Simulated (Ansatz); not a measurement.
# Response to strain in BAs

Start from BAs in the zinc blende structure (space group F-43m, No. 216; a = 4.768 Å). Axes: x, y, z lie along the cube axes.

Strains are applied to the cell and any free atomic positions relax; under biaxial strain the out-of-plane vector relaxes too.

The values are results of Kohn–Sham DFT with the PBEsol functional, run in Ansatz (a first-principles code) with PAW and 420 eV plane waves, no spin-orbit coupling, not measurements.

```csv
"biaxial strain, plane normal [001], relaxed out of plane (%)",out-of-plane strain (%)
0,0.00
0.5,-0.26
1,-0.52
1.5,-0.78
2,-1.04
2.5,?
3,-1.57
```

Problem. Fit ε⊥ = −νε + γε² (strains in %) to the rows shown and predict the withheld row.

Solution. Least squares on the printed values gives ν = 0.52 (the biaxial Poisson response) and γ = -0.002 (largest residual 0.00 %); this predicts -1.31 %, and the run gives -1.31 %, in agreement.

Whether these cells are dynamically stable was not tested.
